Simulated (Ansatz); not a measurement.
* **Surface**: single layer of ZrS₂ (symmetry P-3m1 as a slab, 3 atoms a cell)
* **Vacuum level minus Kohn-Sham valence edge**: 6.47 eV
* **Vacuum level minus Kohn-Sham conduction edge**: 5.27 eV
* **Gap of the slab on its mesh**: 1.20 eV
* **Apparent barrier, filled states, bias minus 1.0 V**: 7.3 eV (κ = 1.38 1/Å)
* **Apparent barrier, filled states, bias minus 1.6 V**: 7.5 eV (κ = 1.40 1/Å)
* **Apparent barrier, empty states, bias plus 1.0 V**: 7.1 eV (κ = 1.36 1/Å)
* **Apparent barrier, empty states, bias plus 1.6 V**: 6.1 eV (κ = 1.26 1/Å)

Computed with PBE, Tersoff-Hamann images (plane waves, PAW; Ansatz, an electronic-structure program).

The apparent barrier is ħ²κ²/2m, with κ from the fall of the mean window density between 3.5 and 5 Å; states of large in-plane momentum fall faster than their energy alone says. Mesh 18×18×1, no spin-orbit coupling, no spin polarisation; biases count from the run's Fermi level.
